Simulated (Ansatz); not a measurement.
A relaxation of cell and atoms of NbH (I4/mmm, 2 atoms in the cell) with Ansatz (a first-principles code).

Computed with PBEsol, default PAW files made with PBE (plane waves; Ansatz).

The change in words: atoms on their sites; basis.ecutwfc: 30.9 Ry → 26.1 Ry; relax: default → cell and atoms. Reference geometry:
```yaml
crystal:
  lattice:
    - [-1.59893, 1.59893, 1.97438]
    - [1.59893, -1.59893, 1.97438]
    - [1.59893, 1.59893, -1.97438]
  atoms:
    - { symbol: Nb, position: [0.01266, 0.01266, 0.00000] }
    - { symbol: H, position: [0.50000, 0.50000, 0.00000] }
```

Reference input (self-consistent single point, DFT, PBEsol, plane waves, default PAW files made with PBE): basis.ecutwfc = 30.9 Ry; kpoints.mp_grid.grid = 14 14 14; hamiltonian.xc = pbesol; hamiltonian.pseudopotentials = {kind: paw} (the program's default PAW files); scf.occupations.method = fermi_dirac; scf.occupations.width = 0.0073 Ry. This run's input differs from it in these lines:

Ansatz 0.2 input:
```diff
@@ -7,6 +7,6 @@
   atoms:
-    - { symbol: Nb, position_ang: [-0.00000000, 0.00000000, 0.04999915] }
+    - { symbol: Nb, position_ang: [0.00000000, 0.00000000, 0.00000000] }
     - { symbol: H, position_ang: [0.00000000, 0.00000000, 1.97437800] }
 basis:
-  ecutwfc: 30.9 Ry
+  ecutwfc: 26.1 Ry
 kpoints:
@@ -22,2 +22,4 @@
     width: 0.0073 Ry
+relax:
+  cell: {}
 output:
```

Output, abridged:

```
   [... SCF lines of the steps left out ...]
relax step   1: F+E_penalty+E_count = -4511.49204732 eV  Δ(F+E_penalty+E_count) = +0.000e0 eV  max|allowed force component| = 9.239e-31 eV/Å  Δτ_max = 0.0000 Å  P = -4.814 GPa  Ω = 20.191 Å³  (6 SCF iters, dr2 threshold 1.00e-7 eV, accepted)
relax step   2: F+E_penalty+E_count = -4511.43595008 eV  Δ(F+E_penalty+E_count) = +5.610e-2 eV  max|allowed force component| = 3.944e-31 eV/Å  Δτ_max = 0.0000 Å  P = +17.036 GPa  Ω = 18.298 Å³  energy of the carried Pulay correction = +5.163e-3 eV  [...]
   [... lines left out ...]
relax step   7: F+E_penalty+E_count = -4511.50002721 eV  Δ(F+E_penalty+E_count) = -1.773e-5 eV  max|allowed force component| = 3.043e-32 eV/Å  Δτ_max = 0.0000 Å  P = -0.001 GPa  Ω = 19.677 Å³  energy of the carried Pulay correction = +1.605e-5 eV  [...]
relax step   8: F+E_penalty+E_count = -4511.50001031 eV  Δ(F+E_penalty+E_count) = +1.690e-5 eV  max|allowed force component| = 9.861e-32 eV/Å  Δτ_max = 0.0000 Å  P = -0.002 GPa  Ω = 19.677 Å³  stress off target by 2.76e-3 GPa  SCF on the basis [...]
basis re-selected at this cell: Δ(F+E_penalty+E_count) = +1.690e-5 eV, ΔP = -0.001 GPa vs the last step
the relaxation is at rest under the 16 symmetry operations that the run kept from its start: a minimum is not shown …
Stability not checked: this state was not tested for a lower state beside it, because too few of the mixer's solves of this state at the end of the SCF gave a …
Free energy (F): -4511.500010 eV
Internal energy: -4511.464045 eV  (E = F + TS)
   [... lines left out ...]
Fermi energy:    17.581829 eV
   [... lines left out ...]
  cell:  # Å, volume = 19.6768 Å³
    - [-1.5796189168521533, 1.5796189168521533, 1.9714718479332853]
    - [1.5796189168521533, -1.5796189168521533, 1.9714718479332853]
    - [1.5796189168521533, 1.5796189168521533, -1.9714718479332853]
  atoms:
    - { symbol: Nb, position: [-1.2269191567277506e-38, 1.2981959855848138e-35, 1.305304309685209e-35] }
    - { symbol: H, position: [0.5, 0.5, -9.593118522216319e-35] }
```

The run converged. 

Summary of the result:
* **Free energy E − TS (on the zero of these files)**: -4511.5000 eV
* **Fermi level (on the code's own zero)**: 17.58 eV
* **Pressure**: 0.00 GPa
* **Final cell**: a = b = c = 2.979 Å, α = β = 115.97°, γ = 97.14°
* **Final volume per atom**: 9.84 Å³
* **Relaxation steps**: 8

The starting cell comes from a database of computed structures (which also holds hypothetical and non-ambient phases and stackings), without a prior relaxation at this level. Its lattice was rescaled by up to half a per cent. Spin polarisation is off. The relaxation keeps the symmetry of its start, so its end need not be a minimum. Ansatz's pressure includes its estimate of the finite-basis (Pulay) stress. The cutoff lies below the one recommended for these files.
